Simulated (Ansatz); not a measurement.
Consider AlN in the wurtzite structure (space group P6_3mc, No. 186; a = 3.114 Å, c = 4.984 Å).

Calculations: PBEsol (Ansatz, a program for electronic structure, PAW, no SOC).

One thing is altered: full substitution Al → B, then cell and atoms are relaxed.

Measured lattice parameter a: AlN 3.1113 Å (0 K or low temperature; as listed in arXiv:1206.3780); BN 2.55 Å (temperature not stated; as listed in K. Doll, J. C. Schön, M. Jansen, Physical Review B (2008)).

Q: How well does PBEsol reproduce the measured shift?

A: With PBEsol the lattice parameter a moves by -0.573 Å (3.114 → 2.541) against -0.561 Å measured.

Whether these cells are dynamically stable was not tested.
